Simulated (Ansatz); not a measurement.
**WO3, response to strain**

The reference is WO₃ (space group P4/nmm, No. 129; a = 5.315 Å, c = 3.933 Å). Axes: x, y, z lie along a, b, c of the conventional cell.

Strains are applied to the cell and any free atomic positions relax; under stress the whole cell relaxes.

Computed with PBEsol (Ansatz, a first-principles code, PAW, no spin-orbit coupling).

Notes on the quantities. energy relative to the base: free energy F.

```csv
change,energy relative to the base,band gap,shortest interatomic distance
base,0 meV/atom,0.57 eV,1.755 Å
isotropic strain −2.67 %,+57 meV/atom,0.61 eV,1.743 Å
isotropic strain −0.70 %,+3.7 meV/atom,0.58 eV,1.753 Å
isotropic strain +1.72 %,+20 meV/atom,0.52 eV,1.753 Å
uniaxial strain ε_yy = −1.82 %,+5.0 meV/atom,0.58 eV,1.750 Å
"uniaxial stress, 1 GPa tension along x",+0.2 meV/atom,0.57 eV,1.756 Å
"uniaxial stress, 0.5 GPa tension along x",+0.1 meV/atom,0.57 eV,1.755 Å
```

With W present, leaving out spin-orbit coupling can change the band edges. Beyond what the load breaks, stability against distortions was not tested.
